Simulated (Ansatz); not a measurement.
The reference is BeS in the rock salt structure (space group Fm-3m, No. 225; a = 4.590 Å; a hypothetical phase, not in the database extracts checked).

Modification: every lattice vector is stretched by 1.45 %, atoms relaxed at fixed cell.

Levels (all Ansatz, a first-principles code, PAW): PBEsol (420 eV, no spin-orbit coupling); r2SCAN (500 eV, no spin-orbit coupling); HSE06 (420 eV, no SOC).

At the geometry relaxed with PBEsol, these levels gave the following band gaps, in shuffled order: (a) 1.73 eV, (b) 1.33 eV, (c) 0.93 eV.

Match each gap to its level.

(a) HSE06; (b) r2SCAN; (c) PBEsol.

Single points use the geometry relaxed with PBEsol. HSE06 was sampled on its mesh, a few special points and the semilocal edge points, so its gap is an upper bound. The cells carry an imposed strain or load. Stability against distortions was not tested.
